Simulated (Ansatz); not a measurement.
Base system: WSe2 (space group P6_3/mmc, No. 194; a = 3.300 Å, c = 13.151 Å; layered, stacked along the Cartesian z axis).

All numbers come from Ansatz (an electronic-structure program), r2SCAN+rVV10, PAW, cutoff 500 eV, scalar-relativistic without spin-orbit coupling.

For the base:

- Gap between the host's bands: 1.12 eV
- Gap character: indirect, Γ → K–Γ (47 % along)

The change: electron doping at 3.0×10^21 cm⁻³ (0.372 per cell), with a uniform compensating background at fixed cell and a 300 K Fermi–Dirac width.

Question: Predict the new gap between the host's bands, Fermi level from band edge, largest internal atomic displacement and gap character.

Answer: The gap between the host's bands drops by 0.02 eV to 1.10 eV; the Fermi level relative to the doped band's edge (positive inside the band; to 0.05 eV) amounts to +0.40 eV; the largest internal atomic displacement is 0.013 Å; the gap character stays indirect, Γ → K–Γ (47 % along).

Carriers are added with a uniform compensating background; total energy and stress of such cells depend on the potential's zero and are not compared; many-body gap narrowing is missing at this level. With W present, leaving out spin-orbit coupling can change the band edges. Stability against distortions was not tested.
